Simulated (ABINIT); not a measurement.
Input and output of a self-consistent single point for Ca (Fm-3m, 1 atom in the cell) (ABINIT).

Level of theory: PBEsol, norm-conserving pseudopotentials (PseudoDojo nc-sr-04 PBEsol standard) (plane waves; ABINIT).

```yaml
crystal:
  lattice:
    - [0.00000, 2.79837, 2.79837]
    - [2.79837, 0.00000, 2.79837]
    - [2.79837, 2.79837, 0.00000]
  atoms:
    - { symbol: Ca, position: [0.00000, 0.00000, 0.00000] }
```

Reference input (self-consistent single point, DFT, PBEsol, plane waves, norm-conserving pseudopotentials (PseudoDojo nc-sr-04 PBEsol standard)): pseudos = [Ca.upf]; ecut = 34 Ha; occopt = 7; tsmear = 0.1 eV; ngkpt = 7 7 7; nshiftk = 1; shiftk = 0 0 0; potentials = PseudoDojo nc-sr-04 PBEsol standard; nband = 10; kptopt = 1; nstep = 60; toldfe = 1e-09 Ha. This run's input differs from it in these lines:

```diff
@@ -15,6 +15,6 @@
 occopt 7
-tsmear 0.1 eV
+tsmear 0.3 eV
 nband 10
 kptopt 1
-ngkpt 7 7 7
+ngkpt 8 8 8
 nshiftk 1
```

Log, with long lists cut:

```
--- !BeginCycle
solver: {iscf: 7, nstep: 60, nline: 4, wfoptalg: 0, }
tolerances: {toldfe: 1.00E-09, }
...

     iter   Etot(hartree)      deltaE(h)  residm     vres2
 ETOT  1  -38.630956493061    -3.863E+01 1.047E-01 1.219E+00
 ETOT  2  -38.643250510029    -1.229E-02 1.310E-01 8.706E-02
 ETOT  3  -38.643264644220    -1.413E-05 9.385E-03 1.803E-02
 ETOT  4  -38.643266369284    -1.725E-06 2.868E-03 5.984E-04
 ETOT  5  -38.643266410948    -4.166E-08 3.274E-03 2.493E-06
 ETOT  6  -38.643266411270    -3.221E-10 2.871E-03 1.325E-07
 ETOT  7  -38.643266411288    -1.805E-11 1.823E-03 2.355E-09
 At SCF step    7, etot is converged :
  for the second time, diff in etot=  1.805E-11 < toldfe=  1.000E-09

 Cartesian components of stress tensor (hartree/bohr^3)
  sigma(1 1)=  4.15927392E-05  sigma(3 2)=  0.00000000E+00
  sigma(2 2)=  4.15927392E-05  sigma(3 1)=  0.00000000E+00
  sigma(3 3)=  4.15927392E-05  sigma(2 1)=  0.00000000E+00

 ----iterations are completed or convergence reached----

 reduced coordinates (array xred) for    1 atoms
       0.000000000000      0.000000000000      0.000000000000
 cartesian forces (eV/Angstrom) at end:
    1     -0.00000000000000    -0.00000000000000    -0.00000000000000
 frms,max,avg= 0.0000000E+00 0.0000000E+00   0.000E+00  0.000E+00  0.000E+00 e/A
 length scales=  7.478577577150  7.478577577150  7.478577577150 bohr
   [... lines left out ...]
 Fermi (or HOMO) energy (hartree) =   0.12939   Average Vxc (hartree)=  -0.28444
 Fermi (or HOMO) energy (eV) =   3.52093   Average Vxc (eV)=  -7.74003
   [... lines left out ...]
total_energy        : -3.86432664112877E+01
total_energy_eV     : -1.05153675592180E+03
band_energy         : -6.94851621090066E+00
...

-Cartesian components of stress tensor (GPa)         [Pressure= -1.2237E+00 GPa]
- sigma(1 1)=  1.22370043E+00  sigma(3 2)=  0.00000000E+00
- sigma(2 2)=  1.22370043E+00  sigma(3 1)=  0.00000000E+00
- sigma(3 3)=  1.22370043E+00  sigma(2 1)=  0.00000000E+00

 Calculation completed.
```

The run converged in 7 iterations. Against the reference run the free energy drops by 19.9 meV/atom and the pressure moves little (-1.21 to -1.22 GPa).

The starting cell has typed, rounded lattice constants, without a prior relaxation at this level. Its lattice was rescaled by up to half a per cent.
